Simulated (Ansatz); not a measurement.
We consider L1₂ (Cu3Au-type) Al3Sc, described by LDA (Ansatz, a program for electronic structure, plane waves, PAW).

Run with plane-wave cutoff 520 eV, 14×14×14 k mesh, Fermi–Dirac smearing 0.05 eV, scalar-relativistic PAW data made under PBE.

Pressure at four volumes; x = ln(V/16.388 Å³). One pressure is withheld.

```csv
V (Å³/atom),x,P (GPa)
15.405,-0.0619,?
15.733,-0.0408,4.28
16.388,0.0000,-0.01
17.371,0.0583,-4.99
```

### Question
Pass a parabola P(x) through the three rows shown, estimate the bulk modulus and its pressure derivative near zero pressure, and predict the withheld pressure.

### Answer
Slopes between the rows: (-0.01 − (4.28))/(0.0000 − (-0.0408)) = -105.15 and (-4.99 − (-0.01))/(0.0583 − (0.0000)) = -85.42 GPa. Their difference over the span 0.0991 is c = 19.73/0.0991 = 199.1 GPa, so P(x) = 4.28 + (-105.15)(x − (-0.0408)) + 199.1 (x − (-0.0408))(x − (0.0000)). At the middle row B = −dP/dx = −[-105.15 + 199.1 × 0.0408] = 97.0 GPa, and B′ = dB/dP = 2c/B = 4.1. At x = -0.0619 the parabola gives 6.76 GPa; the run gives 6.76 GPa. The Birch–Murnaghan fit to the energies at all volumes has B0 = 96.4 GPa and B′ = 4.1.

Measured, for comparison: bulk modulus 91.5 ± 1 GPa (298 K, no zero-point or thermal correction, polycrystal; as tabulated in A Combined Experimental and First-Principles Based Assessment of …). Computed less measured: bulk modulus +5 %. A static lattice is as a rule a little smaller and stiffer than an uncorrected measurement, which can account for part of this in the bulk modulus.
